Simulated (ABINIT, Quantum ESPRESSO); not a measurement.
An ABINIT input for a self-consistent single point of SnP3 (R-3m, 8 atoms in the cell) (DFT, PBEsol, plane waves, norm-conserving pseudopotentials (PseudoDojo nc-sr-04 PBEsol standard)):

```
# SnP3, PseudoDojo nc-sr-04 PBEsol standard
pp_dirpath "./"
pseudos "Sn.upf, P.upf"
acell 10.5957185312 10.5957185312 10.5957185312
rprim
         0.6606100481    0.3814033243    0.6466265294
        -0.6606100481    0.3814033243    0.6466265294
         0.0000000000   -0.7628068430    0.6466264147
natom 8
ntypat 2
znucl 50 15
typat 1 1 2 2 2 2 2 2
xcart
         0.0000000000   -0.0000008134    8.1136451876
         0.0000000000   -0.0000002770    2.7632838125
         0.0000000000   -2.3092960064    4.1426957167
         0.0000000000    2.3092949159    6.7342332833
         1.9999086467    1.1546473802    4.1426960640
        -1.9999086467   -1.1546484706    6.7342329360
        -1.9999086467    1.1546473802    4.1426960640
         1.9999086467   -1.1546484706    6.7342329360
      Angstrom
ecut 980 eV
occopt 7
tsmear 0.00367493
nband 37
kptopt 1
ngkpt 4 4 4
nshiftk 1
shiftk 0 0 0
nstep 60
toldfe 1.0e-09
prtwf 0
prtden 0
prtvol 1
```

Translate this input to Quantum ESPRESSO.

This is the input that was run; spellings and numerical settings could be chosen otherwise.

```fortran
&CONTROL
    calculation = 'scf',
    prefix = 'pwscf',
    outdir = './tmp',
    pseudo_dir = './',
    tprnfor = .true.,
    tstress = .true.,
/
&SYSTEM
    ibrav = 5,
    A = 5.6070127798,
    cosAB = 0.127188728702,
    nat = 8,
    ntyp = 2,
    ecutwfc = 40,
    ecutrho = 200,
    occupations = 'smearing',
    smearing = 'gaussian',
    degauss = 0.0073499,
/
&ELECTRONS
    conv_thr = 1.0d-10,
    mixing_beta = 0.5,
/
ATOMIC_SPECIES
Sn   118.7100  sn_pbesol_v1.4.uspp.F.UPF
P     30.9738  p_pbesol_v1.5.uspp.F.UPF
ATOMIC_POSITIONS {crystal}
Sn    0.7459500000    0.7459500000    0.7459500000
Sn    0.2540500000    0.2540500000    0.2540500000
P     0.2008950000    0.2008950000    0.7408200000
P     0.7991050000    0.7991050000    0.2591800000
P     0.7408200000    0.2008950000    0.2008950000
P     0.2591800000    0.7991050000    0.7991050000
P     0.2008950000    0.7408200000    0.2008950000
P     0.7991050000    0.2591800000    0.7991050000
K_POINTS {automatic}
4 4 4  0 0 0
```

Basis settings and potentials, where a program has them, do not carry over. This input uses DFT, PBEsol, plane waves, GBRV 1.5 ultrasoft (PBESOL) pseudopotentials.

The starting cell comes from a database of computed structures (which also holds hypothetical and non-ambient phases and stackings), without a prior relaxation at this level. Its lattice was rescaled by a random factor within 2.5 % of one. For this run, on top of that: lattice scaled by 0.98.
